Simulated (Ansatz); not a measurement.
```yaml
crystal:
  lattice:
    - [25.50000, 0.00000, 0.00000]
    - [0.00000, 14.50000, 0.00000]
    - [0.00000, 0.00000, 5.48711]
  atoms:
    - { symbol: S, position: [0.21463, 0.39038, 0.65618] }
    - { symbol: W, position: [0.22908, 0.50000, 0.36483] }
    - { symbol: S, position: [0.21463, 0.60962, 0.65618] }
    - { symbol: S, position: [0.28219, 0.38717, 0.15768] }
    - { symbol: W, position: [0.27709, 0.50000, 0.84417] }
    - { symbol: S, position: [0.28219, 0.61283, 0.15768] }
    - { symbol: S, position: [0.34198, 0.39420, 0.66736] }
    - { symbol: W, position: [0.34335, 0.50000, 0.32543] }
    - { symbol: S, position: [0.34198, 0.60580, 0.66736] }
    - { symbol: S, position: [0.40653, 0.39125, 0.16710] }
    - { symbol: W, position: [0.40616, 0.50000, 0.83436] }
    - { symbol: S, position: [0.40653, 0.60875, 0.16710] }
    - { symbol: S, position: [0.46838, 0.39138, 0.66723] }
    - { symbol: W, position: [0.46891, 0.50000, 0.33345] }
    - { symbol: S, position: [0.46838, 0.60862, 0.66723] }
    - { symbol: S, position: [0.53162, 0.39138, 0.16723] }
    - { symbol: W, position: [0.53109, 0.50000, 0.83345] }
    - { symbol: S, position: [0.53162, 0.60862, 0.16723] }
    - { symbol: S, position: [0.59347, 0.39125, 0.66710] }
    - { symbol: W, position: [0.59384, 0.50000, 0.33436] }
    - { symbol: S, position: [0.59347, 0.60875, 0.66710] }
    - { symbol: S, position: [0.65802, 0.39420, 0.16736] }
    - { symbol: W, position: [0.65665, 0.50000, 0.82543] }
    - { symbol: S, position: [0.65802, 0.60580, 0.16736] }
    - { symbol: S, position: [0.71781, 0.38717, 0.65768] }
    - { symbol: W, position: [0.72291, 0.50000, 0.34417] }
    - { symbol: S, position: [0.71781, 0.61283, 0.65768] }
    - { symbol: S, position: [0.78537, 0.39038, 0.15618] }
    - { symbol: W, position: [0.77092, 0.50000, 0.86483] }
    - { symbol: S, position: [0.78537, 0.60962, 0.15618] }
```

Levels: PBE (plane waves to 420 eV, PAW; Ansatz, a first-principles code); PBE with spin-orbit coupling (Ansatz); r2SCAN (plane waves to 500 eV, PAW; Ansatz). Unmarked values and the geometry are of the first. Mesh 1×1×6. No spin polarisation, so a magnetic state wasn't tested. It repeats along c; a and b span vacuum. A model structure. Symmetry and one short period hold its shape; lower forms weren't sought. Values not marked SOC lack spin–orbit coupling. Buckling under compression is shut out by symmetry and the short period.

Q: Say what this body is, and give its properties.

A: Armchair WS2 nanoribbon, N = 10, bare edges. An idealised model, cut from the flat sheet.
```
Quantity                                                                       Value
--------------------------------------------------------------  --------------------
largest distance between nuclei across the axis                              14.90 Å
edge energy against the flat WS2 sheet, per length of one edge           +0.758 eV/Å
PBE gap                                                         0.41 eV, direct at Γ
electron mass along the axis (PBE)                                           0.81 mₑ
hole mass along the axis (PBE)                                                1.5 mₑ
PBE+SOC gap at this geometry                                                 0.40 eV
r2SCAN gap at this geometry                                                  0.59 eV
axial stiffness dF/dε                                                         185 nN
```
